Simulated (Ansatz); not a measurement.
## Cost against accuracy: kpoints.mp_grid.grid for AgAs (Pnma, 8 atoms in the cell)

Cell: a = 8.0831 Å, b = 4.3337 Å, c = 5.9618 Å, α = 90.00°, β = 90.00°, γ = 90.00°.

Method: PBE (plane waves, PAW; Ansatz, a quantum-chemistry and plane-wave program).

Base settings: basis.ecutwfc = 30.9 Ry; kpoints.mp_grid.grid = 3 6 4; hamiltonian.xc = pbe; hamiltonian.pseudopotentials = {kind: paw} (the program's default PAW files); scf.occupations.method = methfessel_paxton; scf.occupations.width = 0.0147 Ry.

Misses are taken against the tightest run, 8 15 11, which need not be fully converged itself. The energy is the free energy per atom.

The count of work is k-points × plane waves × bands × iterations; it is no time, and leaves out set-up, grids and terms that scale otherwise. Core times come from one kind of shared machine and are given to one figure; runs under 30 s give none.

The starting cell was generated: these elements placed on a structure prototype, without a prior relaxation; it need not be a known phase or ordering of this composition. In the base run, with a pressure of about -6 GPa the cell is away from its equilibrium volume at this level. Ansatz's pressure includes its estimate of the finite-basis (Pulay) stress. The run gives no clean gap (levels at the Fermi energy touch, overlap or are partly filled at this smearing), which alone does not show that the compound is a metal.

```
kpoints.mp_grid.grid  energy less reference (meV/atom)  pressure less reference (GPa)  largest difference in the force on any atom (eV/Å)  count of work / reference  core time / reference (rough)
--------------------  --------------------------------  -----------------------------  --------------------------------------------------  -------------------------  -----------------------------
1 1 1                                            97.74                           0.21                                               2.963                     0.0065                              –
1 2 1                                           118.71                           0.47                                               1.498                      0.012                              –
1 2 2                                          -123.90                          -0.96                                               1.240                      0.021                              –
2 3 2                                           -67.96                          -0.94                                               0.169                      0.033                              –
2 4 3                                           -11.18                          -0.22                                               0.283                      0.050                              –
3 4 3                                            -6.06                          -0.12                                               0.238                      0.050                              –
3 5 4                                             4.82                           0.11                                               0.128                      0.075                              –
3 6 4                                             7.83                           0.12                                               0.051                       0.10                              –
4 6 5                                             5.12                           0.10                                               0.068                       0.13                              –
4 7 6                                             1.15                           0.03                                               0.020                       0.20                              –
5 9 6                                            -0.47                          -0.02                                               0.011                       0.25                              –
6 10 8                                           -0.11                           0.00                                               0.002                       0.50                            0.5
7 12 9                                            0.12                           0.00                                               0.017                       0.58                            0.9
8 15 11                                           0.00                           0.00                                               0.000                        1.0                              1
```

Coarsest setting among those run that, with all tighter ones, holds the energy within 20 meV/atom of the reference: 2 4 3, off by 11 meV/atom; it needs 0.050 of the reference's count of work.

Coarsest setting among those run that, with all tighter ones, holds the energy within 1 meV/atom of the reference: 5 9 6, off by 0.47 meV/atom; it needs 0.25 of the reference's count of work.

The step from 2 3 2 to 3 6 4: it takes the miss in the energy from 68 to 7.8 meV/atom, for 3.0 times the count of work.

Left out of this page: 1 run of the series stopped by limits of time or memory.

Keys are those of Ansatz 0.2.
